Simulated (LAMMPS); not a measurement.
Molecular dynamics of Cu3Au (L1_2), 4000 atoms, at 1440 K and 0 GPa, heated as the crystal.

Model: classical MD, pair style eam, the elements' _u3.eam files (universal-3 set of Foiles, Baskes and Daw), run in LAMMPS.

Give the state found, the mean frequency of the vibrational (phonon) density of states, the most common Cu-Cu-Cu angle, the enthalpy per atom, the coordination number of Au by Au as this potential yields it.

state found: liquid; mean frequency of the vibrational (phonon) density of states: 3.5 THz; most common Cu-Cu-Cu angle: at the 3° bin centred on 55.5°, after smoothing over three bins (mean of all 96°); enthalpy per atom: -3.1724 ± 0.0004 eV/atom; coordination number of Au by Au: 3.34 (counted to 3.86 Å).

Caution: a run this short can hold a crystal over, or a liquid under, the potential's own melting point, which these runs don't give.
